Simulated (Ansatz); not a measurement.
## MgH2 (Pbcn, No. 60, 12 atoms in the cell; start mp-569051; a measured phase of this formula has another space group)

Method: G0W0@PBEsol in Ansatz (plane waves, hard PAW, contour deformation, complete-basis limit).

Numerical settings: largest k mesh 4×6×6 (not extrapolated in the mesh).

Cell (relaxed with PBEsol):

```xyz
12
Lattice="5.3903 0.0000 0.0000 0.0000 4.4783 0.0000 0.0000 0.0000 4.8938" Properties=species:S:1:pos:R:3 pbc="T T T"
Mg     4.9581     3.3587     3.4882
Mg     0.4322     1.1195     1.0414
Mg     3.1273     3.3587     1.0414
Mg     2.2630     1.1195     3.4882
H      1.9190     2.1483     0.2041
H      3.4713     2.3300     2.6510
H      0.7762     2.1483     2.6510
H      4.6141     2.3300     0.2041
H      1.9189     0.0908     1.8787
H      3.4714     4.3875     4.3256
H      0.7763     0.0908     4.3256
H      4.6141     4.3875     1.8787
```

- band gap: 5.60 eV (indirect)

Note: the gap holds a correction of +0.23 eV to the complete basis.

Static lattice: no zero-point or thermal effects.

A start named mp-… is a Materials Project structure, which need not be a measured phase.

Ansatz is a program for electronic structure.
